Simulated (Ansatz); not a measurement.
Consider EuO in the rock salt structure (space group Fm-3m, No. 225; ferromagnetic; relaxed with 0.1 eV smearing).

```yaml
crystal:
  lattice:
    - [0.00000, 2.48261, 2.48261]
    - [2.48261, 0.00000, 2.48261]
    - [2.48261, 2.48261, 0.00000]
  atoms:
    - { symbol: O, position: [0.00000, 0.00000, 0.00000] }
    - { symbol: Eu, position: [0.50000, 0.50000, 0.50000] }
```

Cartesian axes are those of the cell as printed.

All numbers come from PBEsol/PAW in Ansatz (a first-principles code), spin-orbit coupling left out.

For the base:

Pressure: 0.0 GPa
Largest site moment: 6.50 μB
Shortest interatomic distance: 4.691 bohr

One thing is altered: tensor shear ε_xy = −2.93 % (engineering shear γ = -0.0586); the atoms relax in the strained cell.

Estimate the effect on the energy relative to the base, pressure, largest site moment and shortest interatomic distance.

The energy increases by 9.8 meV/atom; the pressure (mean of the normal stresses, compression positive) is still 0.0 GPa; the largest site moment remains 6.50 μB; the shortest interatomic distance is still 4.691 bohr.

Other magnetic orders, which the real material may have, were not ruled out. The state of the 4f shell was not checked for lower solutions. Whether these cells are dynamically stable was not tested. No Hubbard U is applied, and correlation can decide whether such a compound is a metal.
